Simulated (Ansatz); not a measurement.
Quick settings and what they miss: FeAl (Pm-3m, 2 atoms in the cell)

Self-consistent single point.

```yaml
crystal:
  lattice:
    - [2.87450, 0.00000, 0.00000]
    - [0.00000, 2.87450, 0.00000]
    - [0.00000, 0.00000, 2.87450]
  atoms:
    - { symbol: Al, position: [0.50000, 0.50000, 0.50000] }
    - { symbol: Fe, position: [0.00000, 0.00000, 0.00000] }
```

Method: PBEsol, harder PAW files (source: ansatz) made with PBE (plane waves; Ansatz, a program for electronic structure).

Base settings: basis.ecutwfc = 900 eV; kpoints.mp_grid.grid = 8 8 8; hamiltonian.xc = pbesol; hamiltonian.pseudopotentials = {kind: paw, source: ansatz}; scf.occupations.method = cold; scf.occupations.width = 0.272 eV.

Tight run (finer mesh or higher cutoff; not a proven limit): basis.ecutwfc: 900 eV → 1260 eV; kpoints.mp_grid.grid: 8 8 8 → 11 11 11; scf.convergence.dr2_threshold: default (1e-07 eV) → 1e-09 eV. It gave Fermi level (on the code's own zero) 15.43 eV; pressure -6.78 GPa.

Quick runs, as changes from the base:
- A: the base itself
- B: basis.ecutwfc: 900 eV → 450 eV; kpoints.mp_grid.grid: 8 8 8 → 2 2 2; scf.convergence.dr2_threshold: default (1e-07 eV) → 0.001 eV
- C: basis.ecutwfc: 900 eV → 450 eV; kpoints.mp_grid.grid: 8 8 8 → 4 4 4; scf.convergence.dr2_threshold: default (1e-07 eV) → 0.0001 eV
- D: kpoints.mp_grid.grid: 8 8 8 → 4 4 4
- E: basis.ecutwfc: 900 eV → 630 eV; kpoints.mp_grid.grid: 8 8 8 → 4 4 4; hamiltonian.xc: pbesol → lda [LDA (PW92)]
- F: basis.ecutwfc: 900 eV → 540 eV; kpoints.mp_grid.grid: 8 8 8 → 1 1 1; scf.convergence.dr2_threshold: default (1e-07 eV) → 0.0001 eV

Energies are extrapolated to zero smearing width, which holds to low order in the width alone.

Dashes: energy of E, another energy zero.

† marks runs with another functional, U, potentials or spin treatment: their distance from the tight run is not a convergence error alone.

The count of work is k-points × plane waves × bands × iterations; it is no time. 

Pressures in the table are Ansatz's without its Pulay estimate, at a fixed set of plane waves; the tight run's value above holds the estimate.

The starting cell has typed, rounded lattice constants, without a prior relaxation at this level. Its lattice was rescaled by a random factor within 2.5 % of one. Spin polarisation is off. In the base run, with a pressure of about -7 GPa the cell is away from its equilibrium volume at this level.

```tsv
run	energy less tight (meV/atom)	pressure less tight (GPa)	count of work / tight
A	8.8	0.23	0.36
B	1899.4	-131.58	0.010
C	1623.2	-128.20	0.025
D	-61.4	-1.27	0.088
E†	–	-13.75	0.061
F	1166.3	-41.19	0.0100
```

Among the runs at the tight run's level, the energy misses run from 8.8 to 1899.4 meV/atom.

Keys are those of Ansatz 0.2.
